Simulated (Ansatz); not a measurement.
# ZnSnN2 (model structure, started from the MgZrN2 type, I4₁/amd, No. 141, 8 atoms in the cell): properties by level of theory

```csv
level (code),equilibrium lattice constant a (Å),lattice parameter c (Å),cohesive energy (eV/atom)
LDA (Ansatz),4.356,9.190,4.35
PBE (Ansatz),4.429,9.567,3.38
PBEsol (Ansatz),4.392,9.307,3.84
PBE-D3(BJ) (Ansatz),4.410,9.327,3.71
r²SCAN (Ansatz),4.388,9.365,3.43
r²SCAN+rVV10 (Ansatz),4.384,9.285,3.63
```

Ansatz's density-functional and Hartree–Fock values are scalar-relativistic unless marked +SOC, with PAW data made under PBE.

Free atoms are spin-polarised, in the lowest state found; at levels without +SOC their spin–orbit coupling is left out.

A model structure was made by putting elements into a prototype or built by hand; it is no filed structure, need not be a known phase, and can be a saddle point held by its symmetry.

Ansatz is a quantum-chemistry and plane-wave program.
